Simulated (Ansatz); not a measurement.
How far PBE-D3(BJ) and r2SCAN+rVV10 part for WS2, S → Se

Take WS2 in the 2H-MoS2 type structure (space group P6_3/mmc, No. 194; a = 3.154 Å, c = 12.137 Å; layered, stacked along the Cartesian z axis) as the base.

(Cell as relaxed with PBE-D3(BJ).)

Levels (all Ansatz, a quantum-chemistry and plane-wave program, PAW): PBE-D3(BJ) (420 eV, spin-orbit coupling left out); r2SCAN+rVV10 (500 eV, no spin-orbit coupling).

Each level relaxes its own structure.

| base | PBE-D3(BJ) | r2SCAN+rVV10 |
|---|---|---|
| volume per atom | 17.43 Å³ | 18.12 Å³ |
| lattice parameter a | 5.960 bohr | 5.990 bohr |
| band gap | 0.88 eV | 1.13 eV |

Modification: every S is replaced by Se, then cell and atoms are relaxed.

| quantity | PBE-D3(BJ) | r2SCAN+rVV10 |
|---|---|---|
| lattice parameter a | 6.197 bohr | 6.236 bohr |
| hole mass | 1.3 mₑ along c, 0.70 mₑ across (at Γ) | 0.96 mₑ along c, 0.77 mₑ across (at Γ) |

PBE-D3(BJ)'s lattice parameter a lies 0.039 bohr below r2SCAN+rVV10's (0.6 %). Neither level is exact; r2SCAN+rVV10 is the comparison here, not a measurement.

With W present, leaving out spin-orbit coupling can change the band edges. Masses are band curvatures over ±0.01 Å⁻¹ around the edge. No phonon test of stability was made.
